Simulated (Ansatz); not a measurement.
Base system: MgO in the rock salt structure (space group Fm-3m, No. 225).

```yaml
crystal:
  lattice:
    - [0.00000, 2.10744, 2.10744]
    - [2.10744, 0.00000, 2.10744]
    - [2.10744, 2.10744, 0.00000]
  atoms:
    - { symbol: O, position: [0.00000, 0.00000, 0.00000] }
    - { symbol: Mg, position: [0.50000, 0.50000, 0.50000] }
```

Computed with Kohn–Sham DFT with the PBEsol functional, run in Ansatz (a first-principles code) with PAW and 420 eV plane waves, without spin-orbit coupling, earlier PAW set.

Base values:

The density is 3.58 g/cm³ and the hole mass is 0.38, 2.1, 2.1 mₑ (at Γ). The gap character is direct at Γ.

It is then changed as follows: Ca takes the place of Mg on all its sites; the structure is relaxed again.

Tabulated Pauling electronegativity and covalent radius: Mg 1.31, 1.41 Å; Ca 1.00, 1.76 Å.

**Question.** How does this affect the density, hole mass and gap character?

**Answer.** The density falls by 0.14 g/cm³, from 3.58 g/cm³ to 3.44 g/cm³; the hole mass (degenerate bands, along [100]) becomes 0.34, 2.8, 2.8 mₑ (at Γ) (base: 0.38, 2.1, 2.1 mₑ (at Γ)); the gap character goes from direct at Γ to indirect, Γ → X.

Masses are band curvatures over ±0.01 Å⁻¹ around the edge. Gaps are read on the SCF mesh and a high-symmetry path. Whether these cells are dynamically stable was not tested.
